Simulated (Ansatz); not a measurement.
## ScAgSe$_{2}$ (P-3m1): band-edge transport data

Input:

```
CELL_PARAMETERS angstrom
      3.85314     0.00000     0.00000
     -1.92657     3.33692     0.00000
      0.00000     0.00000     6.46127
ATOMIC_POSITIONS crystal
  Sc 0.00000 0.00000 0.00000
  Ag 0.00000 0.00000 0.50000
  Se 0.33333 0.66667 0.23752
  Se 0.66667 0.33333 0.76248
```

Method: PBEsol, rigid bands (plane waves, PAW, scalar-relativistic; Ansatz, an electronic-structure program). Cell: cell and atoms relaxed with PBEsol.

```
Quantity                                                                Value
--------------------------------------------  -------------------------------
band gap                                                              0.40 eV
electron conductivity mass (300 K, dilute)    0.44 (x), 0.44 (y), 0.57 (z) mₑ
effective density of states N_c (300 K)                           3.0e19 cm⁻³
density-of-states mass, electrons                                     1.13 mₑ
Seebeck coefficient, n-type 1e19 cm⁻³, 300 K                        -310 μV/K
```

Rigid bands; masses and Seebeck coefficients take one relaxation time τ for all states and one kind of carrier; polarons and phonon drag are left out. Spin-orbit coupling is left out.

Computed structure with no diffraction record at hand here (it may be known, metastable or hypothetical): ScAgSe2 (P-3m1).
